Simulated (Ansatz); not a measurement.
CaF$_{2}$ in the fluorite structure (space group Fm-3m, No. 225)

```
CELL_PARAMETERS angstrom
      0.00000     2.75548     2.75548
      2.75548     0.00000     2.75548
      2.75548     2.75548     0.00000
ATOMIC_POSITIONS crystal
  Ca 0.00000 0.00000 0.00000
  F  0.25000 0.25000 0.25000
  F  0.75000 0.75000 0.75000
```

Calculations: Ansatz (a first-principles code), PBE, PAW, cutoff 420 eV, without spin-orbit coupling. Γ-centred 10×10×10 mesh, Fermi–Dirac width 0.05 eV.

| Property | Value |
|---|---|
| Volume per atom | 13.95 Å³ |
| Density | 3.10 g/cm³ |
| Band gap | 7.14 eV, indirect, X → Γ |
| Electron mass | 0.55 mₑ |
| Lowest conduction-band minima above the VBM | Γ 7.14 eV; X along ⟨100⟩ 8.05 eV |
| Total energy | -1146.604 eV/atom (σ→0; compares only within this code and set-up) |

Effective masses come from finite differences of ±0.01 Å⁻¹. No phonon test of stability was made.
